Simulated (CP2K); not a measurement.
A self-consistent single point of MgTl (Pm-3m, 2 atoms in the cell) with CP2K.

Level of theory: PBEsol, GPW, DZVP-MOLOPT-SR-GTH basis, GTH-PBE potentials (GTH_POTENTIALS) in CP2K 2026.2.

The change in words: lattice scaled by 0.98. Reference geometry:
```yaml
crystal:
  lattice:
    - [3.63780, 0.00000, 0.00000]
    - [0.00000, 3.63780, 0.00000]
    - [0.00000, 0.00000, 3.63780]
  atoms:
    - { symbol: Mg, position: [0.00000, 0.00000, 0.00000] }
    - { symbol: Tl, position: [0.50000, 0.50000, 0.50000] }
```

Reference input (self-consistent single point, DFT PBEsol, GPW, DZVP-MOLOPT-SR-GTH basis, GTH-PBE potentials (GTH_POTENTIALS)): CUTOFF = 1000 Ry; REL_CUTOFF = 40 Ry; SMEAR/METHOD = GAUSSIAN; SIGMA = 0.272 eV; KPOINTS/SCHEME = MONKHORST-PACK 7 7 7; XC_FUNCTIONAL = PBE:PBESOL; Mg/BASIS_SET = DZVP-MOLOPT-SR-GTH; Mg/POTENTIAL = GTH-PBE-q10; Tl/BASIS_SET = DZVP-MOLOPT-SR-GTH; Tl/POTENTIAL = GTH-PBE-q13; METHOD = GPW; EPS_DEFAULT = 1e-10. This run's input differs from it in these lines:

```diff
@@ -66,3 +66,3 @@
     &CELL
-      ABC 3.63780000 3.63780000 3.63780000
+      ABC 3.56504400 3.56504400 3.56504400
       ALPHA_BETA_GAMMA 90.00000000 90.00000000 90.00000000
@@ -72,3 +72,3 @@
       Mg       0.00000000     0.00000000     0.00000000
-      Tl       1.81890000     1.81890000     1.81890000
+      Tl       1.78252200     1.78252200     1.78252200
     &END COORD
```

Output, abridged:

```
 SCF WAVEFUNCTION OPTIMIZATION

  Step     Update method      Time    Convergence         Total energy    Change
     1 NoMix/Diag. 0.30E+00      -     1.52709943      -113.2193205584 -1.13E+02
     2 Broy./Diag. 0.30E+00      -     0.01960848      -113.5346842328 -3.15E-01
     3 Broy./Diag. 0.30E+00      -     0.04431380      -113.0989632637  4.36E-01
     4 Broy./Diag. 0.30E+00      -     0.01907762      -112.9206738228  1.78E-01
     5 Broy./Diag. 0.30E+00      -     0.00255507      -112.9610158130 -4.03E-02
     6 Broy./Diag. 0.30E+00      -     0.00050657      -112.9684418232 -7.43E-03
   [... 3 lines left out ...]
    10 Broy./Diag. 0.30E+00      -     0.00000809      -112.9673665278  4.79E-05
    11 Broy./Diag. 0.30E+00      -     0.00000078      -112.9673576486  8.88E-06
    12 Broy./Diag. 0.30E+00      -     0.00000071      -112.9673628536 -5.20E-06
    13 Broy./Diag. 0.30E+00      -     0.00000001      -112.9673645132 -1.66E-06
  *** SCF run converged in    13 steps ***

  Overlap energy of the core charge distribution:               0.00000000000000
  Self energy of the core charge distribution:               -233.02674122566626
  Core Hamiltonian energy:                                     68.51489888657191
  Hartree energy:                                              66.59985619142067
  Exchange-correlation energy:                                -15.05462352868698
  Smearing free energy correction:                             -0.00075483689207
  Fermi energy:                                                 0.28718795291566

  Total energy:                                              -112.96736451322700
  Total energy (extrapolated to sigma->0):                   -112.96698709478096

   [... lines left out ...]

 STRESS| Analytical stress tensor [bar]
 STRESS|                        x                   y                   z
 STRESS|      x        3.92364899532E+04   2.01428625025E-03   2.01427501077E-03
 STRESS|      y        2.01428625025E-03   3.92364895973E+04   2.01428270914E-03
 STRESS|      z        2.01427501077E-03   2.01428270914E-03   3.92364901314E+04
 STRESS| 1/3 Trace                                             3.92364898940E+04
```

The run converged in 13 iterations. Against the reference run the free energy rises by 20.9 meV/atom and the pressure goes from 0.99 to 3.92 GPa.

The starting cell comes from a database of computed structures (which also holds hypothetical and non-ambient phases and stackings), without a prior relaxation at this level. For this run, on top of that: lattice scaled by 0.98. Values carry the incompleteness of an atom-centred basis. The potentials were made for another functional than the one used. With a pressure of about 4 GPa the cell is away from its equilibrium volume at this level.

Cost on one core of a shared machine: roughly 50 s.
